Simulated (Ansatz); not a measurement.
The starting structures come from a database of crystals and need not be the phases stable at ambient conditions.

 Where the default PAW files enter, the runs use the earlier of Ansatz's two default sets.

The decay constant κ of evanescent states in the gap governs leakage through a thin film.

Here is the system:

```xyz
12
Lattice="4.1235 0.0000 0.0000 0.0000 7.0117 0.0000 2.0618 0.0000 3.5711" Properties=species:S:1:pos:R:3 pbc="T T T"
Li     2.0618     6.2954     1.1904
Li     4.1235     2.7896     2.3807
B      2.0618     3.2410     1.1904
B      4.1235     6.7469     2.3807
H      2.0618     4.4527     1.1904
H      4.1235     0.9469     2.3807
H      3.0551     2.8278     0.6168
H      5.1169     6.3336     2.9542
H      2.0618     2.8278     2.3374
H      3.1302     6.3336     2.9542
H      1.0684     2.8278     0.6168
H      4.1235     6.3336     1.2337
```

Space group of this cell: P6_3mc. The cell was relaxed by PBE-D3(BJ).

Transport runs along the normal of the first two printed cell vectors, the (100) plane of the conventional cell.

The gap is the functional's own. No spin-orbit coupling. Mid-gap values are interpolated on the energy grid.

Compute, with r2SCAN (Ansatz, a quantum-chemistry and plane-wave program), the band gap and the smallest decay constant κ at mid-gap.

Gap 7.28 eV on a 8×4×8 mesh; κ = 0.465 1/Å, at the zone centre.
